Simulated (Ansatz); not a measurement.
Results of PBEsol+SOC (Ansatz, an electronic-structure program, plane waves, PAW) for ZnGaNO (model structure, started from the AlSiCN type, P3m1, No. 156, 4 atoms in the cell).

Output (set-up and result lines):

```
Crystal: 4 atoms, lattice volume = 46.164 Å³
Basis set: ecut = 520 eV, 1237 PW (Γ), exchange–correlation on 48×48×80 points (8 copies of the dense FFT grid, shifted against one another)
Bands: 44, of which v1, the nominal top of the filled ones, is band 36 counted from 1 (35 counted from 0)
Symmetry: 6 space group operations + 6 with time reversal
k-points: 131 of 1152 (time reversal used)
Initial density: superposition of atomic densities (chi_scale 0.1, normalization cell, long waves kept (reshape's long-wave potential 0.18 eV rms))
Functional: x = pbesol(κ = 0.804, μ = 0.12345679012345678), c = pbesol(β = 0.046)
spin=Noncollinear: Resta preconditioning applied to the charge; magnetization (m_x, m_y, m_z) channels mix plain (no charge-response kernel on spin).
SCF 1 converged in 14 iterations: F = -7965.174301 eV  dr2 = 2.79e-10
SCF converged after 14 iterations
Free energy (F): -7965.174301 eV
Internal energy: -7965.174301 eV  (E = F + TS)
E sigma→0 (E₀):  -7965.174301 eV
Fermi energy:    9.080358 eV
--- Forces (eV/Å), atoms counted from 1 ---
  atom   1  Ga     0.00000000     0.00000000    -0.00015182
  atom   2  Zn     0.00000000    -0.00000000     0.00290958
  atom   3  O      0.00000000    -0.00000000    -0.00030253
  atom   4  N      0.00000000    -0.00000000    -0.00245357
--- Stress (GPa, compression-positive) ---
       -0.033502      -0.000000       0.000000
       -0.000000      -0.033502      -0.000000
        0.000000      -0.000000      -0.017326
  P = ⅓ Tr σ = -0.0281 GPa (-0.281 kbar)
```

Problem. Write an input file that could have produced this run (the log leaves some choices open).

Solution. One answer among several that fit: 
Ansatz 0.2 input:
```yaml
crystal:
  lattice:
    - [3.1955590042, -0.0000002781, 0.0]
    - [-1.5977792612, 2.767435416, 0.0]
    - [0.0, 0.0, 5.2200524626]
  atoms:
    - { symbol: Ga, position: [0.3333333333, 0.6666666667, 0.5073999185] }
    - { symbol: Zn, position: [0.6666666667, 0.3333333333, 0.9911054166] }
    - { symbol: O, position: [0.3333333333, 0.6666666667, 0.1384261628] }
    - { symbol: N, position: [0.6666666667, 0.3333333333, 0.6130585021] }
basis:
  ecutwfc: 520
  ecutrho_ratio: 4
  xc_grid: 2
kpoints:
  mp_grid: { grid: [12, 12, 8] }
  band_path:
    path:
      - [0.0, 0.0, 0.0]
      - [0.045455, 0.0, 0.0]
      - [0.090909, 0.0, 0.0]
      - [0.136364, 0.0, 0.0]
      - [0.181818, 0.0, 0.0]
      - [0.227273, 0.0, 0.0]
      - [0.272727, 0.0, 0.0]
      - [0.318182, 0.0, 0.0]
      - [0.363636, 0.0, 0.0]
      - [0.409091, 0.0, 0.0]
      - [0.454545, 0.0, 0.0]
      - [0.5, 0.0, 0.0]
      - [0.472222, 0.055556, 0.0]
      - [0.444444, 0.111111, 0.0]
      - [0.416667, 0.166667, 0.0]
      - [0.388889, 0.222222, 0.0]
      - [0.361111, 0.277778, 0.0]
      - [0.333333, 0.333333, 0.0]
      - [0.307692, 0.307692, 0.0]
      - [0.282051, 0.282051, 0.0]
      - [0.25641, 0.25641, 0.0]
      - [0.230769, 0.230769, 0.0]
      - [0.205128, 0.205128, 0.0]
      - [0.179487, 0.179487, 0.0]
      - [0.153846, 0.153846, 0.0]
      - [0.128205, 0.128205, 0.0]
      - [0.102564, 0.102564, 0.0]
      - [0.076923, 0.076923, 0.0]
      - [0.051282, 0.051282, 0.0]
      - [0.025641, 0.025641, 0.0]
      - [0.0, 0.0, 0.1]
      - [0.0, 0.0, 0.2]
      - [0.0, 0.0, 0.3]
      - [0.0, 0.0, 0.4]
      - [0.0, 0.0, 0.5]
      - [0.045455, 0.0, 0.5]
      - [0.090909, 0.0, 0.5]
      - [0.136364, 0.0, 0.5]
      - [0.181818, 0.0, 0.5]
      - [0.227273, 0.0, 0.5]
      - [0.272727, 0.0, 0.5]
      - [0.318182, 0.0, 0.5]
      - [0.363636, 0.0, 0.5]
      - [0.409091, 0.0, 0.5]
      - [0.454545, 0.0, 0.5]
      - [0.5, 0.0, 0.5]
      - [0.472222, 0.055556, 0.5]
      - [0.444444, 0.111111, 0.5]
      - [0.416667, 0.166667, 0.5]
      - [0.388889, 0.222222, 0.5]
      - [0.361111, 0.277778, 0.5]
      - [0.333333, 0.333333, 0.5]
      - [0.307692, 0.307692, 0.5]
      - [0.282051, 0.282051, 0.5]
      - [0.25641, 0.25641, 0.5]
      - [0.230769, 0.230769, 0.5]
      - [0.205128, 0.205128, 0.5]
      - [0.179487, 0.179487, 0.5]
      - [0.153846, 0.153846, 0.5]
      - [0.128205, 0.128205, 0.5]
      - [0.102564, 0.102564, 0.5]
      - [0.076923, 0.076923, 0.5]
      - [0.051282, 0.051282, 0.5]
      - [0.025641, 0.025641, 0.5]
      - [0.5, 0.0, 0.4]
      - [0.5, 0.0, 0.3]
      - [0.5, 0.0, 0.2]
      - [0.5, 0.0, 0.1]
      - [0.333333, 0.333333, 0.4]
      - [0.333333, 0.333333, 0.3]
      - [0.333333, 0.333333, 0.2]
      - [0.333333, 0.333333, 0.1]
    npoints: 1
hamiltonian:
  xc: pbesol
  dispersion: none
  pseudopotentials: { kind: paw }
scf:
  occupations: { method: fermi_dirac, width: 0.01 }
  convergence: { dr2_threshold: 0.0000000004 }
output:
  forces: true
  stress: true
  eigenvalues: true
  write_bands: true
magnetization:
  noncollinear: true
  spin_orbit: true
```

The PAW data were made under PBE.

Note: the relaxation could raise the start's symmetry but not lower it, so the cell can be a saddle point.

A model structure was made by putting elements into a prototype or built by hand; it is no filed structure, need not be a known phase, and can be a saddle point held by its symmetry.
